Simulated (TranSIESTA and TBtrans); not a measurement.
Ga chain with one C atom inserted

Device: Ga chain with one C atom inserted. Leads: straight Ga chain, spacing 2.422 Å. Geometry: 3 atoms about the centre moved by SIESTA (PBE, DZP) to a largest force of 0.02 eV/Å, all others as built, motion along the axis alone.

Method: TranSIESTA and TBtrans, PBE, SZP numerical orbitals (energy shift 0.15 eV), PseudoDojo norm-conserving scalar-relativistic potentials, mesh cutoff 200 Ry, 300 K, no spin polarisation, no spin-orbit coupling; self-consistent non-equilibrium Green functions.

| Quantity | Value |
|---|---|
| Conductance at 300 K (G0 = 2e²/h) | 1.58 |
| Mean T from −0.5 to 0.5 eV | 1.18 |

Energies count from the leads' Fermi level. Transmissions are for one spin of a degenerate pair. The energy step is 0.01 eV; narrower resonances are cut or missed.

| E (eV) | T | lead channels |
|---|---|---|
| -2.00 | 0.68 | 1 |
| -1.90 | 0.65 | 1 |
| -1.80 | 0.62 | 1 |
| -1.70 | 0.57 | 1 |
| -1.60 | 0.48 | 1 |
| -1.50 | 0.21 | 1 |
| -1.40 | 0 | 0 |
| -1.30 | 0 | 0 |
| -1.20 | 0 | 0 |
| -1.10 | 0 | 0 |
| -1.00 | 0 | 0 |
| -0.90 | 0 | 0 |
| -0.80 | 0 | 0 |
| -0.70 | 0.073 | 1 |
| -0.60 | 0.58 | 1 |
| -0.50 | 0.66 | 1 |
| -0.40 | 0.68 | 1 |
| -0.30 | 0.73 | band edge |
| -0.20 | 1.14 | 3 |
| -0.10 | 1.53 | 3 |
| 0.00 | 1.60 | 3 |
| 0.10 | 1.50 | 3 |
| 0.20 | 1.36 | 3 |
| 0.30 | 1.24 | 3 |
| 0.40 | 1.16 | 3 |
| 0.50 | 1.11 | 3 |
| 0.60 | 1.09 | 3 |
| 0.70 | 1.08 | 3 |
| 0.80 | 1.08 | 3 |
| 0.90 | 1.10 | 3 |
| 1.00 | 1.13 | 3 |
| 1.10 | 1.17 | 3 |
| 1.20 | 1.21 | 3 |
| 1.30 | 1.26 | 3 |
| 1.40 | 1.31 | 3 |
| 1.50 | 1.36 | 3 |
| 1.60 | 1.40 | 3 |
| 1.70 | 1.45 | 3 |
| 1.80 | 1.49 | 3 |
| 1.90 | 1.54 | 3 |
| 2.00 | 1.58 | 3 |

The straight chain is held at its spacing; free chains may zigzag or dimerise. No spin-polarised start was tried, so a magnetic state, if there is one, is missed.
